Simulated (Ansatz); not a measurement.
Take GaAs in the zinc blende structure (space group F-43m, No. 216) as the base.

```yaml
crystal:
  lattice:
    - [0.00000, 2.83335, 2.83335]
    - [2.83335, 0.00000, 2.83335]
    - [2.83335, 2.83335, 0.00000]
  atoms:
    - { symbol: Ga, position: [0.00000, 0.00000, 0.00000] }
    - { symbol: As, position: [0.25000, 0.25000, 0.25000] }
```

Cartesian axes are those of the cell as printed.

Calculations: r2SCAN in Ansatz (plane waves to 500 eV, PAW, no SOC).

Base values:

The band gap is 0.96 eV and the valence-band top at Γ comes out as 0.00, 0.00, 0.00 eV.

It is then changed as follows: uniaxial strain ε_zz = −2.50 %, all other strain components held at zero; the atoms relax in the strained cell.

Task: How does this affect the band gap, stress and valence-band top at Γ?

Result: The band gap grows by 0.10 eV (0.96 eV → 1.06 eV); the stress (xx, yy, zz, yz, xz, xy; compression positive) comes out as (1.39, 1.39, 3.02, 0.00, 0.00, 0.00) GPa; the valence-band top at Γ (three highest levels, from the VBM) changes from 0.00, 0.00, 0.00 eV to 0.00, -0.15, -0.15 eV.

Stability against distortions was not tested.

Ansatz is a quantum-chemistry and plane-wave program.
